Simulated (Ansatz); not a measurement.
Start from TiB$_{2}$ (space group P6/mmm, No. 191; a = 3.017 Å, c = 3.185 Å).

Level of theory: PBEsol/PAW in Ansatz (a first-principles code), no spin-orbit coupling.

One change was made to it. Results:

```
quantity                 base     after
-------------------  --------  --------
lattice parameter a  301.7 pm  297.3 pm
c/a ratio               1.056     1.049
```

Q: Which of these changes matches the shifts?
(A) pressure 0.9 GPa
(B) pressure −1 GPa
(C) pressure 15 GPa
(D) pressure 2.1 GPa
(E) pressure −2 GPa

A: C, pressure 15 GPa. For comparison, the lattice parameter a in the other runs: pressure −2 GPa gives 302.4 pm; pressure 0.9 GPa gives 301.4 pm; pressure −1 GPa gives 302.1 pm; pressure 2.1 GPa gives 301.1 pm.

A case with no gap was solved on a k-mesh chosen for an insulator, which is coarse for it. Load acts through the strain it causes; cell and atoms are relaxed under it. No phonon test of stability was made. No other phases were tried under pressure. All final runs are without spin polarisation.
